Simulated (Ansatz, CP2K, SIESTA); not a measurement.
One structure in several programs: NiO₂ (R-3m, 3 atoms in the cell)

Self-consistent single point, at a second geometry (lattice scaled by 0.98). First geometry:

```xyz
3
Lattice="1.3677 0.7896 4.6842 -1.3677 0.7896 4.6842 0.0000 -1.5793 4.6842" Properties=species:S:1:pos:R:3 pbc="T T T"
Ni     0.0000     0.0000     0.0000
O      0.0000     0.0000    10.2870
O      0.0000     0.0000     3.7656
```

Shared settings, as Ansatz (a program for electronic structure) writes them: kpoints.mp_grid.grid = 14 14 14; scf.occupations.method = fixed. Potentials and cutoffs stand in the table.

```tsv
code	model	ΔF from the first geometry (meV/atom)	pressure (GPa)	largest force (eV/Å)	gap on the mesh (eV)	cutoff
SIESTA	GGA PBEsol, numerical atomic orbitals TZP, PseudoDojo PBEsol standard norm-conserving potentials (rewritten from UPF to PSML)	69.0	27.75	2.108	1.049	grid 350 Ry
Ansatz	PBEsol, PAW files made with PBE	72.5	27.86	1.861	1.125	420 eV
CP2K	PBEsol, GPW, DZVP-MOLOPT-SR-GTH basis, GTH-PBE potentials (GTH_POTENTIALS)	87.5	32.60	2.211	1.101	grid 600 Ry
```

Gaps are read on the mesh.

The spread over the programs that give each value: ΔF from the first geometry within 18.5 meV/atom; pressure within 4.85 GPa; largest force within 0.350 eV/Å; gap on the mesh within 0.076 eV.

SIESTA and CP2K use small atom-centred bases, whose incompleteness enters pressures, forces and empty levels differently from a plane-wave cutoff. Ansatz's pressure is given at a fixed set of plane waves, as the other plane-wave codes print theirs; with its correction for the finite basis it is 28.44 GPa (the shift of 0.58 GPa shows how far the cutoff is from converged).

The starting cell comes from a database of computed structures (which also holds hypothetical and non-ambient phases and stackings), without a prior relaxation at this level. Its lattice was rescaled by a random factor within 2.5 % of one. For this run, on top of that: lattice scaled by 0.98.

Keys are those of Ansatz 0.2.
